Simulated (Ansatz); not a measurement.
Levels about the gap of amorphous Ga₂₄O₃₇Zn (62 atoms in a cell of 767 Å³, 5.05 g/cm³; zone centre alone, so wide bands show as single levels with stretches between that a denser mesh fills), at the geometry that PBE relaxed, where it gives 0.2 GPa on a denser mesh. The participation number counts the atoms over which a state spreads; weights are charges in smoothed Voronoi cells. The levels come from a single point, so bond lengths are those of that geometry. Method of the levels: PBE, scalar-relativistic without spin-orbit coupling (Ansatz, an electronic-structure program). Sampling: the zone centre alone; Fermi-Dirac width 0.02 eV; no spin polarisation. At PBE the levels at the filled edge of the gap are localised (band-tail or defect states), and the nearest spread-out levels lie 1.7 eV apart at the zone centre.

A CHGNet melt-quench gave the starting glass, which DFT then relaxed. O atoms were pushed apart under 1.9 Å during the dynamics, to hinder bonds among them. The hot cell started wider than the set density and was brought back towards it in steps. It is the lowest in DFT energy of 2 quenches. It is a model cell: composition and starting density were chosen by hand, and all elements were melted together. No dispersion term was used. Its density started from a set value of 5.01 and ended at 5.05 g/cm³. The quench (nominally 330 K/ps over its main leg) was far faster than any real one, so the model tends to hold more defects than a real film. Values belong to this one cell and scatter from quench to quench. Volume and shape were free in the relaxation. Cycles of charging lowered its energy after that relaxation.

| E - E(highest filled), eV | filling | participation number | largest on | weight O | weight Ga | weight Zn |
|---|---|---|---|---|---|---|
| -0.42 | filled | 22.9 | O, 3 neighbours | 0.92 | 0.06 | 0.02 |
| -0.37 | filled | 21.3 | O, 3 neighbours | 0.89 | 0.06 | 0.05 |
| -0.26 | filled | 6.4 | O, 3 neighbours | 0.95 | 0.04 | 0.00 |
| -0.20 | filled | 7.5 | O, 2 neighbours | 0.94 | 0.05 | 0.01 |
| -0.16 | filled | 3.9 | O, 2 neighbours | 0.94 | 0.05 | 0.01 |
| -0.05 | filled | 5.3 | O, 3 neighbours | 0.92 | 0.04 | 0.04 |
| 0.00 | filled | 7.9 | O, 3 neighbours | 0.95 | 0.04 | 0.00 |
| 1.35 | empty | 54.7 | Ga, 4 neighbours | 0.52 | 0.47 | 0.02 |
| 3.90 | empty | 21.3 | Ga, 4 neighbours | 0.56 | 0.44 | 0.01 |
| 4.01 | empty | 27.1 | Ga, 4 neighbours | 0.57 | 0.41 | 0.02 |
| 4.09 | empty | 31.1 | Ga, 5 neighbours | 0.55 | 0.44 | 0.01 |
| 4.31 | empty | 30.8 | Ga, 5 neighbours | 0.53 | 0.47 | 0.00 |
| 4.37 | empty | 32.2 | Ga, 5 neighbours | 0.56 | 0.42 | 0.02 |
| 4.55 | empty | 38.6 | Ga, 5 neighbours | 0.54 | 0.45 | 0.01 |

Most localised among these is the filled level at -0.16 eV, on a O atom, which has 2 neighbours (Ga 1.78 Å, Ga 1.79 Å).
